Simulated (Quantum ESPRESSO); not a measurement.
Habitual settings against a tight run: TiCo₃ (P6_3/mmc, 8 atoms in the cell)

Self-consistent single point.

```
TiCo3
1.0
    4.98858     0.00000     0.00000
   -2.49429     4.32024     0.00000
    0.00000     0.00000     4.19616
Ti Co
2 6
Direct
  0.33333   0.66667   0.25000
  0.66667   0.33333   0.75000
  0.83837   0.16163   0.25000
  0.16163   0.83837   0.75000
  0.67674   0.83837   0.75000
  0.32326   0.16163   0.25000
  0.83837   0.67674   0.25000
  0.16163   0.32326   0.75000
```
Moments meant for the start (each program seeds them in its own way; μB, in the order of the atoms Ti Ti Co Co Co Co Co Co): 1.0 1.0 3.0 3.0 3.0 3.0 3.0 3.0.

Method: PBEsol, SSSP 1.1.2 efficiency (PBE) pseudopotentials (plane waves; Quantum ESPRESSO 7.5).

Base settings: ecutwfc = 50 Ry; ecutrho = 400 Ry; occupations = smearing; smearing = cold; degauss = 0.0036749 Ry; nspin = 2; input_dft = pbesol; potentials = {Ti: ti_pbe_v1.4.uspp.F.UPF, Co: Co_pbe_v1.2.uspp.F.UPF}; K_POINTS = automatic 5 5 5 0 0 0; conv_thr = 1e-10 Ry; mixing_beta = 0.4.

Tight run (finer mesh or higher cutoff; not a proven limit): ecutwfc: 50 Ry → 70 Ry; ecutrho: 400 Ry → 560 Ry; conv_thr: 1e-10 Ry → 7.3e-11 Ry; K_POINTS: automatic 5 5 5 0 0 0 → automatic 7 7 7 0 0 0. It gave Fermi level (on the code's own zero) 18.32 eV; pressure -1.49 GPa; largest force (vector length) 0.097 eV/Å; size of the cell's spin moment 5.69 μB; site moments (μB, in the program's spheres or projections) Ti -0.31, Ti -0.31, Co 1.12, Co 1.12, Co 1.12, Co 1.12, Co 1.12, Co 1.12.

Quick runs, as changes from the base:
- A: the base itself
- B: ecutwfc: 50 Ry → 40 Ry; ecutrho: 400 Ry → 320 Ry; smearing: cold → mp; degauss: 0.0036749 Ry → 0.036749 Ry; K_POINTS: automatic 5 5 5 0 0 0 → automatic 6 6 6 0 0 0
- C: smearing: cold → gauss; degauss: 0.0036749 Ry → 0.019992 Ry; K_POINTS: automatic 5 5 5 0 0 0 → automatic 4 4 4 0 0 0

Energies are extrapolated to zero smearing width, which holds to low order in the width alone (under cold and Methfessel-Paxton smearing the free energy itself is taken).

The count of work is k-points × plane waves × bands × iterations; it is no time. Core times come from one kind of shared machine and are given to one figure; runs under 30 s give none.

The starting cell comes from a database of computed structures (which also holds hypothetical and non-ambient phases and stackings), without a prior relaxation at this level. Its lattice was rescaled by a random factor within 2.5 % of one. The magnetic order is the one reached from the typed start; others were not searched systematically.

| run | energy less tight (meV/atom) | pressure less tight (GPa) | largest miss in a force vector (eV/Å) | size of the net moment less tight (μB/atom) | count of work / tight | core time / tight (rough) |
|---|---|---|---|---|---|---|
| A | 7.8 | -0.08 | 0.019 | 0.00 | 0.27 | 0.3 |
| B | 17.4 | 0.06 | 0.069 | -0.04 | 0.36 | 0.3 |
| C | 8.0 | -0.11 | 0.056 | -0.04 | 0.22 | 0.2 |

Among the runs at the tight run's level, the energy misses run from 7.8 to 17.4 meV/atom.

Left out of this page: 3 runs of the series outside the window shown, repeating another row's setting, or not comparable.
